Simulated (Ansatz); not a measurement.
Take ZnS in the zinc blende structure (space group F-43m, No. 216; a = 5.3567 Å) as the base.

Calculations: PBEsol (Ansatz, an electronic-structure program, PAW, no spin-orbit coupling).

Carriers are added at fixed cell with a uniform background; the Fermi–Dirac width is that of 300 K.

One change was made to it. Results:

The gap between the host's bands rises by 0.19 eV to 2.28 eV; the Fermi level relative to the doped band's edge (positive inside the band; to 0.05 eV) amounts to +0.55 eV; the gap character stays direct at Γ.

Q: What was done to the base?
(A) electrons 5.0×10^21 cm⁻³
(B) holes 7.0×10^21 cm⁻³
(C) electrons 1.5×10^21 cm⁻³

A: B, holes 7.0×10^21 cm⁻³. For comparison, the Fermi level from band edge in the other runs: electrons 5.0×10^21 cm⁻³ gives +1.50 eV; electrons 1.5×10^21 cm⁻³ gives +1.20 eV.

Charged cell with a jellium background: band edges are those of the host's band count, energies are not comparable with the neutral cell, and many-body gap narrowing is missing. Whether these cells are dynamically stable was not tested.
